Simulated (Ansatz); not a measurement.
Take NaI in the rock salt structure (space group Fm-3m, No. 225; a = 6.4601 Å) as the base.

It is then changed as follows: a hydrostatic pressure of 50 GPa.

Method: r2SCAN, PAW, 500 eV (Ansatz, an electronic-structure program; scalar-relativistic without spin-orbit coupling).

Base, band edges from the VBM (valence, conduction): X -0.77, 5.22; W -0.94, 6.58; L -0.30, 5.70; Γ 0.00, 4.45; K -0.62, 5.90; U -0.62, 5.90 eV.

Problem. Give the band edges at the high-symmetry points of the new zone, measured from its valence-band maximum.

Solution. 
```
point  valence edge (eV)  conduction edge (eV)
-----  -----------------  --------------------
Γ                   0.00                  7.72
X                  -2.26                  3.68
U                  -1.96                  5.10
K                  -1.96                  5.10
L                  -1.15                  5.54
W                  -2.89                  8.06
```

The gap is 3.68 eV, indirect, Γ → X.

With I present, leaving out spin-orbit coupling can change the band edges. Load acts through the strain it causes; cell and atoms are relaxed under it. Stability against distortions was not tested. No other phases were tried under pressure.
